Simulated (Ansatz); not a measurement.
Consider WC (space group P-6m2, No. 187; a = 2.898 Å, c = 2.828 Å).

Calculations: Ansatz (a first-principles code), PBEsol, PAW, cutoff 420 eV, no SOC.

For the base:

```
Quantity               Value
-------------------  -------
Lattice parameter a  2.898 Å
Band gap                zero
c/a ratio              0.976
```

One thing is altered: cell and atoms relaxed at a pressure of 30 GPa.

**Question.** What does the calculation give for the lattice parameter a after the change?

**Answer.** The lattice parameter a shrinks by 0.0668 Å to 2.832 Å.

**Question.** How does this affect the band gap?

**Answer.** The band gap stays zero.

**Question.** Estimate the effect on the c/a ratio.

**Answer.** The c/a ratio goes up by 0.005 to 0.981.

Load acts through the strain it causes; cell and atoms are relaxed under it. Whether these cells are dynamically stable was not tested. No other phases were tried under pressure. All final runs are without spin polarisation.
